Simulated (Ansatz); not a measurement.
Input:

```xyz
9
Lattice="4.8794 0.0000 0.0000 2.4397 4.2256 0.0000 0.0000 0.0000 6.5648" Properties=species:S:1:pos:R:3 pbc="T T T"
Ta     3.6595     2.1128     0.0000
Ta     2.4397     0.0000     2.1883
Ta     1.2198     2.1128     4.3765
Si     1.1605     0.6700     0.0000
Si     4.8794     1.3400     2.1883
Si     3.7189     0.6700     4.3765
Si     6.1586     3.5557     0.0000
Si     2.4397     2.8857     2.1883
Si     3.6001     3.5557     4.3765
```

No spin polarisation.

Calculations: PBE/PAW in Ansatz (an electronic-structure program), without spin-orbit coupling. Settings: 11×11×7 k-points, 0.05 eV Fermi–Dirac smearing.

Problem. What is the computed band gap?

Solution. Zero.

Problem. Predict the pressure (mean of the normal stresses, compression positive).

Solution. -3.9 GPa.

Problem. Estimate the space group.

Solution. P6_222 (No. 180).

The cells carry an imposed strain or load. No phonon test of stability was made. The final runs are not spin-polarised. The cell was made from TaSi2 (space group P6_222, No. 180) by this change: biaxial strain +1.59 %, plane normal [001], relaxed out of plane.
